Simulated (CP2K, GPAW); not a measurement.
A GPAW input for a self-consistent single point of Pb (Im-3m, 1 atom in the cell) (DFT LDA (Perdew-Wang 92), plane waves, GPAW PAW datasets LDA (gpaw-data 1.0.1)):

```python
from ase import Atoms
from ase.units import GPa
from gpaw import GPAW, PW, FermiDirac

atoms = Atoms(['Pb'],
              cell=[[-1.979660, 1.979660, 1.979660],
                    [1.979660, -1.979660, 1.979660],
                    [1.979660, 1.979660, -1.979660]],
              scaled_positions=[[0.000000, 0.000000, 0.000000]],
              pbc=True)

calc = GPAW(mode=PW(550),
            xc='LDA',
            kpts=(15, 15, 15),
            occupations=FermiDirac(0.1),
            nbands=-7,
            convergence={'density': 1e-05, 'energy': 1e-05},
            symmetry={'symmorphic': False, 'tolerance': 0.0005},
            maxiter=100,
            txt='-')

atoms.calc = calc

energy = atoms.get_potential_energy()
print('Energy (eV):', round(energy, 6))
forces = atoms.get_forces()
print('Forces (eV/Ang):')
print(forces.round(5))
stress = atoms.get_stress()
print('Stress (GPa, Voigt):', (stress / GPa).round(4))
```

Question: Give the CP2K input for the same structure, mesh, smearing and functional.

Answer: One input that does it (others would too):

```
&GLOBAL
  PROJECT bulk
  RUN_TYPE ENERGY_FORCE
  PRINT_LEVEL MEDIUM
&END GLOBAL
&FORCE_EVAL
  METHOD Quickstep
  STRESS_TENSOR ANALYTICAL
  &DFT
    BASIS_SET_FILE_NAME BASIS_MOLOPT
    POTENTIAL_FILE_NAME GTH_POTENTIALS
    &QS
      METHOD GPW
      EPS_DEFAULT 1E-10
    &END QS
    &MGRID
      CUTOFF 400
      REL_CUTOFF 50
      NGRIDS 4
    &END MGRID
    &SCF
      SCF_GUESS ATOMIC
      EPS_SCF 1E-7
      MAX_SCF 100
      ADDED_MOS 4
      &DIAGONALIZATION
        ALGORITHM STANDARD
      &END DIAGONALIZATION
      &MIXING
        METHOD BROYDEN_MIXING
        ALPHA 0.3
        NBUFFER 12
        BETA 1
      &END MIXING
      &SMEAR ON
        METHOD FERMI_DIRAC
        ELECTRONIC_TEMPERATURE [K] 1160.45
      &END SMEAR
    &END SCF
    &KPOINTS
      SCHEME MONKHORST-PACK 15 15 15
    &END KPOINTS
    &XC
      &XC_FUNCTIONAL PADE
      &END XC_FUNCTIONAL
    &END XC
    &PRINT
      &MO
        EIGENVALUES T
        OCCUPATION_NUMBERS T
        NDIGITS 8
        FILENAME mo
        &EACH
          QS_SCF 0
        &END EACH
        ADD_LAST NUMERIC
      &END MO
      &MULLIKEN ON
      &END MULLIKEN
    &END PRINT
  &END DFT
  &SUBSYS
    &CELL
      A 3.42887200 0.00000000 0.00000000
      B -1.14295700 3.23277100 0.00000000
      C -1.14295700 -1.61638600 2.79966200
      PERIODIC XYZ
    &END CELL
    &COORD
      SCALED
      Pb       0.00000000     0.00000000     0.00000000
    &END COORD
    &KIND Pb
      BASIS_SET DZVP-MOLOPT-SR-GTH-q4
      POTENTIAL GTH-PADE-q4
    &END KIND
  &END SUBSYS
  &PRINT
    &FORCES ON
    &END FORCES
    &STRESS_TENSOR ON
    &END STRESS_TENSOR
  &END PRINT
&END FORCE_EVAL
```

Basis, cutoffs, solver keys and any potentials are the target program's own. This input uses DFT LDA (Pade form), GPW, DZVP-MOLOPT-SR-GTH basis, GTH-PADE potentials (GTH_POTENTIALS). LDA parametrisations can differ slightly between programs. Both were run: pressure -3.25 GPa in GPAW and -3.62 in CP2K.

On GPAW: the starting cell comes from a database of computed structures (which also holds hypothetical and non-ambient phases and stackings), without a prior relaxation at this level. With a pressure of about -3 GPa the cell is away from its equilibrium volume at this level.

On CP2K: the starting cell comes from a database of computed structures (which also holds hypothetical and non-ambient phases and stackings), without a prior relaxation at this level. Values carry the incompleteness of an atom-centred basis. With a pressure of about -4 GPa the cell is away from its equilibrium volume at this level.
